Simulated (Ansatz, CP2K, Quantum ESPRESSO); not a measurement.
## TaNi3 (P1, 8 atoms in the cell) computed with different codes at matched settings

Self-consistent single point, at a second geometry (atoms moved at random). First geometry:

```xyz
8
Lattice="4.3029 0.0000 0.0000 0.0000 5.1829 0.0000 0.0000 0.0000 4.6111" Properties=species:S:1:pos:R:3 pbc="T T T"
Ta     0.0000     0.0000     1.6126
Ta     2.1514     2.5914     2.9985
Ni     2.1514     0.0000     3.1427
Ni     0.0000     2.5914     1.4685
Ni     0.0000     1.2924     3.8832
Ni     0.0000     3.8905     3.8832
Ni     2.1514     1.2991     0.7280
Ni     2.1514     3.8838     0.7280
```

Second geometry:
```
TaNi3
1.0
    4.30287     0.00000     0.00000
    0.00000     5.18290     0.00000
    0.00000     0.00000     4.61113
Ta Ni
2 6
Cartesian
  0.02071   0.00582   1.62998
  2.12327   2.53039   2.94647
  2.24554   0.02514   3.08068
 -0.00418   2.57853   1.40475
  0.02271   1.25531   3.97760
  0.00282   3.94796   3.90391
  2.12106   1.27823   0.73930
  2.07380   3.92730   0.76184
```

Shared settings, as Ansatz (a program for electronic structure) writes them: kpoints.mp_grid.grid = 4 3 4; scf.occupations.method = gaussian; scf.occupations.width = 0.0037 Ry. Potentials and cutoffs stand in the table.

| code | model | ΔF from the first geometry (meV/atom) | pressure (GPa) | largest force (eV/Å) | cutoff |
|---|---|---|---|---|---|
| CP2K | PBEsol, GPW, DZVP-MOLOPT-SR-GTH basis, GTH-PBE potentials (GTH_POTENTIALS) | 27.2 | -14.66 | 0.925 | grid 600 Ry |
| Quantum ESPRESSO | PBEsol, PSlibrary PAW (PBE) pseudopotentials | 26.4 | -16.02 | 0.929 | 50 Ry |
| Ansatz | PBEsol, PAW files made with PBE | 25.8 | -14.87 | 0.902 | 30.9 Ry |

Size of the force on each atom (eV/Å): Sizes of forces hide their directions.

```json
[
 {"code": "CP2K", "Ta1": "0.258", "Ta2": "0.858", "Ni3": "0.756", "Ni4": "0.702", "Ni5": "0.925", "Ni6": "0.690", "Ni7": "0.460", "Ni8": "0.880"},
 {"code": "Quantum ESPRESSO", "Ta1": "0.249", "Ta2": "0.817", "Ni3": "0.714", "Ni4": "0.733", "Ni5": "0.929", "Ni6": "0.670", "Ni7": "0.445", "Ni8": "0.831"},
 {"code": "Ansatz", "Ta1": "0.254", "Ta2": "0.815", "Ni3": "0.709", "Ni4": "0.697", "Ni5": "0.902", "Ni6": "0.655", "Ni7": "0.443", "Ni8": "0.827"}
]
```

On Ansatz's run: spin-orbit coupling is off. Spin polarisation is off.

The spread over the programs that give each value: ΔF from the first geometry within 1.4 meV/atom; pressure within 1.36 GPa; largest force within 0.027 eV/Å.

CP2K uses small atom-centred bases, whose incompleteness enters pressures, forces and empty levels differently from a plane-wave cutoff. Ansatz's pressure is given at a fixed set of plane waves, as the other plane-wave codes print theirs; with its correction for the finite basis it is -14.82 GPa.

The shared mesh is coarse (it stands for a supercell whose shortest vector is 16 Å), so the values are not converged in it.

The starting cell comes from a database of computed structures (which also holds hypothetical and non-ambient phases and stackings), without a prior relaxation at this level. Its lattice was rescaled by a random factor within 2.5 % of one. For this run, on top of that: atoms moved at random.

Keys are those of Ansatz 0.2.
